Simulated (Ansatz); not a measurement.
Defect migration in beta Si3N4: interstitial Al, charge state +3. The step: one Al atom jumps by itself; the atom moves 1.46 Å along (0.00, 0.00, 0.50) of the unit cell; the moving atom starts with neighbours 2 N at 2.24, 2 N at 2.28, 2 N at 2.30; 4 Si at 2.84, 2 Si at 2.87 Å and ends with 2 N at 2.24, 2 N at 2.28, 2 N at 2.30; 4 Si at 2.84, 2 Si at 2.87 Å. A PBE band in Ansatz (plane-wave PAW, the Γ point alone, 84 host sites, 69 SCF runs with any check of the saddle's order, static, no finite-size correction) gives a forward barrier of 0.23 eV. The check of the saddle point's order was inconclusive, and it lies on a symmetry element of the cell, where a band can be held. The charge state is imposed; whether it is stable for some Fermi level was not computed. Sites that were not tried may lie lower.

Single points at the band's start and saddle point can refine it. Rough cost of one point, in units of the band's mean SCF on the same machine:

```json
[
 {"Level": "PBE, a 2×2×2 k-point mesh shifted by half a step along c", "Cost of one point": "about 6"},
 {"Level": "r2SCAN at 500 eV, the Γ point alone", "Cost of one point": "about 3"}
]
```

### Question
Which of these move the barrier by more than 0.1 eV, and how far does each move it?

### Answer
Not one does. PBE, a 2×2×2 k-point mesh shifted by half a step along c: -0.04 eV; r2SCAN at 500 eV, the Γ point alone: -0.01 eV. Each functional is compared with PBE at the same k-points.

Ansatz is a program for electronic structure.
